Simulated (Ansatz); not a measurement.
The reference is Nb in the bcc (W type) structure (space group Im-3m, No. 229; a = 3.273 Å; relaxed with 0.1 eV smearing).

Computed with PBEsol, PAW, 420 eV (Ansatz, a first-principles code; no spin-orbit coupling).

Before the change:

The pressure is 0.0 GPa.

One thing is altered: every lattice vector is stretched by 1.00 %; the atoms relax in the strained cell.

Task: Predict the new energy relative to the base and pressure.

Result: The energy increases by 8.7 meV/atom; the pressure goes from zero to -5.1 GPa.

Whether these cells are dynamically stable was not tested. The final runs are not spin-polarised.
